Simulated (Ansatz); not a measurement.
Take a 16-atom supercell of GaN in the zinc blende structure (space group F-43m, No. 216; a = 4.5485 Å) at its relaxed geometry as the base.

All numbers come from PBE (Ansatz, a first-principles code; PAW; 420 eV plane waves; no spin-orbit coupling).

One neutral defect a cell, atoms relaxed at fixed cell.

One change was made to it. Results:

The largest displacement of a host atom from its site in the perfect cell comes out as 0.18 Å; the pressure goes from zero to 2.3 GPa.

### Question
What was done to the base?
A. N interstitial (started 1.97 Å from the nearest host atom)
B. In on a Ga site
C. Ga vacancy

### Answer
C, Ga vacancy. For comparison, the pressure in the other runs: N interstitial (started 1.97 Å from the nearest host atom) gives 12.9 GPa; In on a Ga site gives 7.7 GPa.

Other magnetic orders, which the real material may have, were not ruled out. The cell is small, so the values are those of an ordered compound at a high defect concentration; dilute-limit values will differ. The mesh was chosen for an insulator and is coarse for the gapless case. Seeded moments were not kept for N interstitial (started 1.97 Å from the nearest host atom) and In on a Ga site. This is not the structure that GaN has at room temperature and ambient pressure.
